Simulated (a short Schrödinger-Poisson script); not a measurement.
Stack: symmetric double-gate stack, SiO2 on p-type Ge(111), at 300 K.

```tsv
layer	material	thickness (nm)	Na (cm⁻³)
1	SiO2	1.6	-
2	Ge	2	5e17
3	SiO2	1.6	-
```

The device is made up for the run: typed textbook-type constants, with dimensions and the other settings drawn at random. SiO2: permittivity 3.9, conduction-band edge (eV) 3.1, gap (eV) 9, electron mass (mₑ) 0.5. Ge: permittivity 16, conduction-band edge (eV) 0, gap (eV) 0.664, Nv at 300 K (cm⁻³) 6e18.

Channel valleys (confinement mass, in-plane density-of-states mass, number): L1 1.59, 0.08, 1; L3 0.09, 0.34, 3. At the gates, both at one voltage, the conduction-band edge of layer 1 lies 3.42 eV − eVg above the Fermi level of the channel. Gaps are held at their typed values at every temperature. Mesh 0.03 nm at interfaces.

From a short Schrödinger-Poisson script (our own, NumPy): 1D Poisson equation in equilibrium, electrons quantum, Hartree (BenDaniel-Duke, 12 states a valley, the channel's in-plane mass for all, wave functions ending at the dielectric), parabolic valleys, classical holes, full ionisation, no traps, pinning or gate leakage.

Task: List the lowest subbands of each valley and their electrons at Vg = 1 V.

Result: 
```tsv
valley	subband	energy from the Fermi level (meV)	electrons (cm⁻²)	share (%)
L1	0	-228.5	7.64e12	79.2
L1	1	-57.5	2.01e12	20.8
L1	2	236.5	9.20e7	0.0
L3	0	756.8	< 1e6	0.0
```

All electrons: 9.65e12 cm⁻². Only the L valleys are kept; under strong confinement the Δ valleys of Ge fill too.
